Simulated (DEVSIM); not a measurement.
Structure: InP/In0.53Ga0.47As p-n heterojunction, at 400 K.

```csv
layer (left to right),material,thickness (μm),Nd (cm⁻³),Na (cm⁻³),τn (s),τp (s)
1,InP,0.140,-,1.2e18,4.8e-10,4.8e-10
2,In0.53Ga0.47As,0.200,4.5e15,-,4.8e-10,4.8e-10
```

Left contact: ohmic. Right contact: ohmic. Voltage is applied to the left contact. Recombination: SRH at mid-gap. Mobility is μmin + (μ − μmin)/(1 + (N/Nref)^α).

The device is made up for the run: typed textbook-type constants, with dimensions and the other settings drawn at random. Values at 300 K; Nc and Nv go as T^1.5, mobilities as T to minus their exponent, the gap by Varshni's rule with the affinity fixed.

```csv
parameter,InP,In0.53Ga0.47As
gap (eV),1.344,0.74
affinity (eV),4.38,4.51
permittivity,12.5,13.9
Nc (cm⁻³),5.7e17,2.1e17
Nv (cm⁻³),1.1e19,7.7e18
μn (cm²/Vs),5200,12000
μp (cm²/Vs),170,300
"μn,min",400,300
"μp,min",10,10
"Nref,n",3e17,1.3e17
"Nref,p",4.9e17,4.9e17
αn,0.47,0.48
αp,0.62,0.4
T exponent of μn,2,1.6
T exponent of μp,2,1.6
Varshni α (eV/K),0.000363,0.00035
Varshni β (K),162,190
```

Simulated with DEVSIM: 1D drift-diffusion, Boltzmann statistics, complete ionisation; no tunnelling, impact ionisation, image-force lowering or self-heating. Band offsets follow the typed affinities; no thermionic-emission limit at abrupt steps, no polarisation charge.

**Question.** Tabulate band edges, carrier densities and field at zero bias.

**Answer.** Energies count from the Fermi level of the right contact; mesh points crowd at the junctions.

| x (μm) | Ec (eV) | Ev (eV) | n (cm⁻³) | p (cm⁻³) | field (V/cm) |
|---|---|---|---|---|---|
| 0.000 | 1.220 | -0.091 | 370 | 1.2e18 | ≈ 0 |
| 0.003298 | 1.220 | -0.091 | 370 | 1.2e18 | ≈ 0 |
| 0.008700 | 1.220 | -0.091 | 370 | 1.2e18 | ≈ 0 |
| 0.01755 | 1.220 | -0.091 | 370 | 1.2e18 | ≈ 0 |
| 0.03982 | 1.220 | -0.091 | 370 | 1.2e18 | ≈ 0 |
| 0.06853 | 1.220 | -0.091 | 370 | 1.2e18 | ≈ 0 |
| 0.09750 | 1.220 | -0.091 | 370 | 1.2e18 | -350 |
| 0.1202 | 1.198 | -0.113 | 700 | 6.4e17 | -45000 |
| 0.1299 | 1.099 | -0.213 | 13000 | 3.5e16 | -170000 |
| 0.1358 | 0.964 | -0.347 | 620000 | 7.2e14 | -280000 |
| 0.1395 | 0.852 | -0.459 | 1.6e7 | 2.8e13 | -340000 |
| 0.1440 | 0.634 | -0.076 | 3.3e9 | 1.3e18 | -110000 |
| 0.1499 | 0.586 | -0.124 | 1.3e10 | 3.3e17 | -61000 |
| 0.1598 | 0.539 | -0.170 | 5.2e10 | 8.6e16 | -38000 |
| 0.1830 | 0.468 | -0.241 | 4.1e11 | 1.1e16 | -27000 |
| 0.2145 | 0.391 | -0.319 | 3.9e12 | 1.1e15 | -23000 |
| 0.2585 | 0.295 | -0.414 | 6.2e13 | 7.2e13 | -20000 |
| 0.2928 | 0.229 | -0.480 | 4.2e14 | 1.1e13 | -18000 |
| 0.3191 | 0.183 | -0.527 | 1.6e15 | 2.7e12 | -17000 |
| 0.3294 | 0.165 | -0.544 | 2.7e15 | 1.6e12 | -17000 |
| 0.3356 | 0.155 | -0.555 | 3.6e15 | 1.2e12 | -17000 |
| 0.3400 | 0.147 | -0.562 | 4.5e15 | 9.8e11 | -17000 |
